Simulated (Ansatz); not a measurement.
ZrIr (P4/mmm, No. 123, 2 atoms in the cell; start mp-1017541; a measured phase of this formula has another space group)

The numbers are results of PBEsol (Ansatz, a program for electronic structure, plane waves, PAW), not measurements.

Run with plane-wave cutoff 520 eV, 18×18×16 k mesh (along the axes of the cell as run), Fermi–Dirac smearing 0.05 eV, no spin polarisation, scalar-relativistic PAW data made under PBE.

Cell (relaxed at this level):

```xyz
2
Lattice="3.0830 0.0000 0.0000 0.0000 3.0830 0.0000 0.0000 0.0000 3.6332" Properties=species:S:1:pos:R:3 pbc="T T T"
Zr     1.5415     1.5415     1.8166
Ir     0.0000     0.0000     0.0000
```

bulk modulus: 208 GPa

Note: the run has no spin polarisation, so it can have missed a magnetic state; the bulk modulus is −V dP/dV from two relaxed cells at ±2 % in volume; the relaxation could not lower the start's symmetry, so the cell can be a saddle point above a distorted one.

Spin–orbit coupling is not included.

The computed numbers hold no vibrational or temperature effects.

A start named mp-… is a Materials Project structure, which need not be a measured phase.
